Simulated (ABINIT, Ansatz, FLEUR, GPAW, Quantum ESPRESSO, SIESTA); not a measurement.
# Li (R-3m, 3 atoms in the cell) computed with different codes at matched settings

Self-consistent single point.

```
CELL_PARAMETERS angstrom
      1.50901     0.87123     7.30958
     -1.50901     0.87123     7.30958
      0.00000    -1.74246     7.30958
ATOMIC_POSITIONS crystal
  Li 0.77703 0.77703 0.77703
  Li 0.22297 0.22297 0.22297
  Li 0.00000 0.00000 0.00000
```

All programs got the same cell, k-point mesh and kind of occupations (in Ansatz's words: kpoints.mp_grid.grid = 10 10 10; scf.occupations.method = gaussian; scf.occupations.width = 0.2 eV); potentials, basis and cutoffs are each program's usual ones.

| code | model | pressure (GPa) | largest force (eV/Å) | k-points | cutoff |
|---|---|---|---|---|---|
| Quantum ESPRESSO | LDA (PW92), PseudoDojo standard norm-conserving (LDA) pseudopotentials | -0.19 | 0.032 | 116 | 75 Ry |
| FLEUR | LDA (Perdew-Zunger), all-electron FLAPW (FLEUR), scalar-relativistic valence | – | 0.032 | 116 | Kmax 4.5 1/bohr |
| Ansatz | LDA (PW92), PAW files made with PBE | -0.19 | 0.032 | 116 | default |
| ABINIT | LDA (PW92), norm-conserving pseudopotentials (PseudoDojo nc-sr-04 LDA standard) | -0.20 | 0.032 | 116 | 37 Ha |
| GPAW | LDA (Perdew-Wang 92), GPAW PAW datasets LDA (gpaw-data 1.0.1) | -0.06 | 0.033 | 116 | 600 eV |
| SIESTA | LDA PW92, numerical atomic orbitals DZP, PseudoDojo LDA standard norm-conserving potentials (rewritten from UPF to PSML) | 0.32 | 0.041 | 560 | grid 400 Ry |

A dash marks a value that a program does not give, or that is left out as unsure.

The spread over the programs that give each value: pressure within 0.52 GPa; largest force within 0.009 eV/Å.

The starting cell comes from a database of computed structures (which also holds hypothetical and non-ambient phases and stackings), without a prior relaxation at this level. Its lattice was rescaled by a random factor within 2.5 % of one.

Why do the programs differ, and what cannot be compared?

Differences of this kind can come from the potentials, where these differ, and from what each basis and cutoff leave unconverged. The valence holds different numbers of electrons (Quantum ESPRESSO 9, FLEUR 9, Ansatz (a quantum-chemistry and plane-wave program) 9, ABINIT 9, GPAW 3, SIESTA 9). The zero of total energies and Fermi levels follows the potentials and each program's conventions, so they are not compared here. SIESTA uses small atom-centred bases, whose incompleteness enters pressures, forces and empty levels differently from a plane-wave cutoff. FLEUR treats all electrons, but the usual bases taken here (sphere radii, linearisation, local orbitals, empty states) were not tested for convergence, so the values are no reference for the others. Ansatz's pressure is given at a fixed set of plane waves, as the other plane-wave codes print theirs. The programs reduce the same mesh by symmetry to different extents, which changes the work and not the result.

Left out of this page: Elk (not drawn, or without a comparable value).

Keys are those of Ansatz 0.2.
